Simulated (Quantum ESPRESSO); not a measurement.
Worked example: self-consistent single point of CoAl (Pm-3m, 2 atoms in the cell) in Quantum ESPRESSO.

Computed with PBEsol, SSSP 1.1.2 efficiency (PBE) pseudopotentials (plane waves; Quantum ESPRESSO 7.5).

```yaml
crystal:
  lattice:
    - [2.90690, 0.00000, 0.00000]
    - [0.00000, 2.90690, 0.00000]
    - [0.00000, 0.00000, 2.90690]
  atoms:
    - { symbol: Al, position: [0.50000, 0.50000, 0.50000] }
    - { symbol: Co, position: [0.00000, 0.00000, 0.00000] }
```

Reference input (self-consistent single point, DFT, PBE, plane waves, SSSP 1.1.2 efficiency (PBE) pseudopotentials): ecutwfc = 50 Ry; ecutrho = 400 Ry; occupations = smearing; smearing = fermi-dirac; degauss = 0.0036749 Ry; potentials = {Al: Al.pbe-n-kjpaw_psl.1.0.0.UPF, Co: Co_pbe_v1.2.uspp.F.UPF}; K_POINTS = automatic 15 15 15 0 0 0; conv_thr = 1e-11 Ry; mixing_beta = 0.5. This run's input differs from it in these lines:

```diff
@@ -17,2 +17,3 @@
     degauss = 0.0036749,
+    input_dft = 'pbesol',
 /
```

Output (repeated stretches shortened):

```
     Self-consistent Calculation

     iteration #  1     ecut=    50.00 Ry     beta= 0.50

     total energy              =    -326.57714834 Ry
     estimated scf accuracy    <      18.20315299 Ry

     iteration #  2     ecut=    50.00 Ry     beta= 0.50

     total energy              =    -335.96077448 Ry
     estimated scf accuracy    <      30.12482238 Ry

     iteration #  3     ecut=    50.00 Ry     beta= 0.50

     total energy              =    -336.63564853 Ry
     estimated scf accuracy    <       5.89871440 Ry

   [... 16 blocks of this kind left out ...]

     iteration # 20     ecut=    50.00 Ry     beta= 0.50

     total energy              =    -336.80044989 Ry
     estimated scf accuracy    <          1.3E-11 Ry

     iteration # 21     ecut=    50.00 Ry     beta= 0.50
     End of self-consistent calculation

     Number of k-points >= 100: set verbosity='high' to print the bands.

     the Fermi energy is    13.2390 ev

!    total energy              =    -336.80044989 Ry
     estimated scf accuracy    <          1.0E-12 Ry
     smearing contrib. (-TS)   =      -0.00057540 Ry
     internal energy E=F+TS    =    -336.79987449 Ry

     convergence has been achieved in  21 iterations

     Forces acting on atoms (cartesian axes, Ry/au):

     atom    1 type  1   force =     0.00000000    0.00000000    0.00000000
     atom    2 type  2   force =     0.00000000    0.00000000    0.00000000

     Total force =     0.000000     Total SCF correction =     0.000000

          total   stress  (Ry/bohr**3)                   (kbar)     P=     -145.44
  -0.00098871   0.00000000   0.00000000         -145.44        0.00        0.00
   0.00000000  -0.00098871   0.00000000            0.00     -145.44        0.00
   0.00000000   0.00000000  -0.00098871            0.00        0.00     -145.44

   JOB DONE.
```

The run converged in 21 iterations. Against the reference run the pressure goes from -9.43 to -14.54 GPa.

The starting cell has typed, rounded lattice constants, without a prior relaxation at this level. Its lattice was rescaled by a random factor within 2.5 % of one. Spin polarisation is off. With a pressure of about -15 GPa the cell is away from its equilibrium volume at this level.

Cost on one core of a shared machine: roughly 30 s.
